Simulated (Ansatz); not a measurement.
BeS (model structure), treated with HSE06 (Ansatz, a first-principles code, plane waves, PAW).

Numerical settings: plane-wave cutoff 520 eV, 12×12×4 k mesh (along the axes of the cell as run), Fermi–Dirac smearing 0.03 eV, scalar-relativistic PAW data made under PBE.

Starting structure:

```yaml
crystal:
  lattice:
    - [3.71893, 0.00000, 0.00000]
    - [-1.85946, 3.22069, 0.00000]
    - [0.00000, 0.00000, 8.44350]
  atoms:
    - { symbol: Be, position: [0.00000, 0.49363, 0.66667] }
    - { symbol: Be, position: [0.50637, 0.50637, 0.00000] }
    - { symbol: Be, position: [0.49363, 0.00000, 0.33333] }
    - { symbol: S, position: [0.00000, 0.49712, 0.16667] }
    - { symbol: S, position: [0.50288, 0.50288, 0.50000] }
    - { symbol: S, position: [0.49712, 0.00000, 0.83333] }
```

Problem. Into what structure does the relaxation of cell and atoms lead at this level, with the symmetry of the start kept?

Solution. The volume drops by 21 %; final space group P6_422.
```yaml
crystal:
  lattice:
    - [3.43368, 0.00000, 0.00000]
    - [-1.71684, 2.97365, 0.00000]
    - [0.00000, 0.00000, 7.77714]
  atoms:
    - { symbol: Be, position: [0.00000, 0.50000, 0.66667] }
    - { symbol: Be, position: [0.50000, 0.50000, 0.00000] }
    - { symbol: Be, position: [0.50000, 0.00000, 0.33333] }
    - { symbol: S, position: [0.00000, 0.50000, 0.16667] }
    - { symbol: S, position: [0.50000, 0.50000, 0.50000] }
    - { symbol: S, position: [0.50000, 0.00000, 0.83333] }
```

Note: the relaxation could raise the start's symmetry but not lower it, so the cell can be a saddle point.

A model structure was made by putting elements into a prototype or built by hand; it is no filed structure, need not be a known phase, and can be a saddle point held by its symmetry.
